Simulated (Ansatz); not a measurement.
The reference is MgB$_{2}$ (space group P6/mmm, No. 191; a = 3.064 Å, c = 3.498 Å; relaxed with 0.1 eV smearing). Axes: x lies along a and z along c of the hexagonal cell.

All numbers come from PBEsol (Ansatz, a quantum-chemistry and plane-wave program), scalar-relativistic without spin-orbit coupling.

Base values:

```
Quantity           Value
---------------  -------
Pressure         0.0 GPa
Volume per atom  9.48 Å³
```

The change: tensile biaxial strain of 0.50 % in the plane normal to [001], as in epitaxy on a mismatched substrate; the out-of-plane cell vector and the atoms relax.

Problem. Predict the new pressure and volume per atom.

Solution. The pressure (mean of the normal stresses, compression positive) goes from zero to -1.6 GPa; the volume per atom increases by 0.08 Å³ (9.48 Å³ → 9.56 Å³).

Whether these cells are dynamically stable was not tested. All final runs are without spin polarisation.
